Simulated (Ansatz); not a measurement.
Consider Ta in the bcc (W type) structure (space group Im-3m, No. 229; a = 3.254 Å; relaxed with 0.1 eV smearing). Axes: x, y, z lie along the cube axes.

All numbers come from Kohn–Sham DFT with the LDA functional, run in Ansatz (a program for electronic structure) with PAW and 420 eV plane waves, no spin-orbit coupling.

Before the change:

The pressure comes out as 0.0 GPa.

It is then changed as follows: compressive biaxial strain of 1.00 % in the plane normal to [001], as in epitaxy on a mismatched substrate; the out-of-plane cell vector and the atoms relax.

Problem. What happens to the out-of-plane strain?

Solution. The out-of-plane strain amounts to +1.18 %.

Problem. Predict the new energy relative to the base.

Solution. The energy increases by 3.0 meV/atom.

Problem. How does this affect the pressure?

Solution. The pressure (mean of the normal stresses, compression positive) goes from zero to 1.9 GPa.

Stability against distortions was not tested. All final runs are without spin polarisation.
